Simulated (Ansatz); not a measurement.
System: CsCl-type PdIn. Method: PBE-D3(BJ) in Ansatz (PAW).

Numerical settings: plane-wave cutoff 520 eV, 18×18×18 k mesh, Fermi–Dirac smearing 0.05 eV, scalar-relativistic PAW data made under PBE.

Pressure at four volumes; x = ln(V/17.316 Å³). One pressure is withheld.

```
V (Å³/atom)        x  P (GPa)
-----------  -------  -------
16.277       -0.0619        ?
16.624       -0.0408     5.93
17.316        0.0000    -0.03
18.355        0.0583    -6.33
```

**Question.** Pass a parabola P(x) through the three rows shown, estimate the bulk modulus and its pressure derivative near zero pressure, and predict the withheld pressure.

**Answer.** Slopes between the rows: (-0.03 − (5.93))/(0.0000 − (-0.0408)) = -146.08 and (-6.33 − (-0.03))/(0.0583 − (0.0000)) = -108.06 GPa. Their difference over the span 0.0991 is c = 38.02/0.0991 = 383.7 GPa, so P(x) = 5.93 + (-146.08)(x − (-0.0408)) + 383.7 (x − (-0.0408))(x − (0.0000)). At the middle row B = −dP/dx = −[-146.08 + 383.7 × 0.0408] = 130.4 GPa, and B′ = dB/dP = 2c/B = 5.9. At x = -0.0619 the parabola gives 9.51 GPa; the run gives 9.55 GPa. The Birch–Murnaghan fit to the energies at all volumes has B0 = 129 GPa and B′ = 6.0.

Spin–orbit coupling is not included.

Ansatz is a first-principles code.
